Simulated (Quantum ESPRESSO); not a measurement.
Input and output of a self-consistent single point for Ga₂O₃ (C2/m, 10 atoms in the cell) (Quantum ESPRESSO).

Method: revPBE, PseudoDojo standard norm-conserving (PBE) pseudopotentials (plane waves; Quantum ESPRESSO 7.5).

```yaml
crystal:
  lattice:
    - [6.11567, -1.51769, 0.00000]
    - [6.11567, 1.51769, 0.00000]
    - [-1.37859, 0.00000, 5.62775]
  atoms:
    - { symbol: Ga, position: [0.34116, 0.34116, 0.68527] }
    - { symbol: Ga, position: [0.65884, 0.65884, 0.31473] }
    - { symbol: Ga, position: [0.90953, 0.90953, 0.20521] }
    - { symbol: Ga, position: [0.09047, 0.09047, 0.79479] }
    - { symbol: O, position: [0.50353, 0.50353, 0.74334] }
    - { symbol: O, position: [0.49647, 0.49647, 0.25666] }
    - { symbol: O, position: [0.82663, 0.82663, 0.43677] }
    - { symbol: O, position: [0.17337, 0.17337, 0.56323] }
    - { symbol: O, position: [0.16450, 0.16450, 0.10915] }
    - { symbol: O, position: [0.83550, 0.83550, 0.89085] }
```

Reference input (self-consistent single point, DFT, PBE, plane waves, PseudoDojo standard norm-conserving (PBE) pseudopotentials): ecutwfc = 85 Ry; occupations = fixed; potentials = {Ga: Ga.upf, O: O.upf}; K_POINTS = automatic 5 5 3 0 0 0; nbnd = 46; conv_thr = 1e-11 Ry. This run's input differs from it in these lines:

```diff
@@ -15,2 +15,3 @@
  nbnd = 46,
+ input_dft = 'revpbe',
 /
```

Log, with long lists cut:

```
     Self-consistent Calculation

     iteration #  1     ecut=    85.00 Ry     beta= 0.70

     total energy              =    -809.98452951 Ry
     estimated scf accuracy    <       2.44791494 Ry

     iteration #  2     ecut=    85.00 Ry     beta= 0.70

     total energy              =    -810.74375656 Ry
     estimated scf accuracy    <       1.95214072 Ry

     iteration #  3     ecut=    85.00 Ry     beta= 0.70

     total energy              =    -811.05976606 Ry
     estimated scf accuracy    <       0.02594085 Ry

   [... 10 blocks of this kind left out ...]

     iteration # 14     ecut=    85.00 Ry     beta= 0.70

     total energy              =    -811.08328575 Ry
     estimated scf accuracy    <          2.1E-11 Ry

     iteration # 15     ecut=    85.00 Ry     beta= 0.70
     End of self-consistent calculation

     highest occupied, lowest unoccupied level (ev):     9.1345   11.7456

!    total energy              =    -811.08328575 Ry
     estimated scf accuracy    <          1.2E-12 Ry

     convergence has been achieved in  15 iterations

     Forces acting on atoms (cartesian axes, Ry/au):

     atom    1 type  1   force =     0.00073647    0.00000000   -0.00021944
     atom    2 type  1   force =    -0.00073647    0.00000000    0.00021944
     atom    3 type  1   force =    -0.00148620    0.00000000   -0.00022947
     atom    4 type  1   force =     0.00148620    0.00000000    0.00022947
     atom    5 type  2   force =    -0.00307831    0.00000000   -0.00171265
     atom    6 type  2   force =     0.00307831    0.00000000    0.00171265
   [... lines left out ...]

     Total force =     0.015189     Total SCF correction =     0.000003

          total   stress  (Ry/bohr**3)                   (kbar)     P=      125.96
   0.00083017   0.00000000   0.00001067          122.12        0.00        1.57
   0.00000000   0.00089168  -0.00000000            0.00      131.17       -0.00
   0.00001067   0.00000000   0.00084702            1.57        0.00      124.60

   JOB DONE.
```

The run converged in 15 iterations. Against the reference run the pressure goes from 9.02 to 12.60 GPa, the largest force goes from 0.203 to 0.252 eV/Å and the gap on the mesh goes from 2.468 to 2.611 eV.

The starting cell comes from a database of computed structures (which also holds hypothetical and non-ambient phases and stackings), without a prior relaxation at this level. Its lattice was rescaled by a random factor within 2.5 % of one. With a pressure of about 13 GPa the cell is away from its equilibrium volume at this level.

Cost on one core of a shared machine: roughly 20 min.
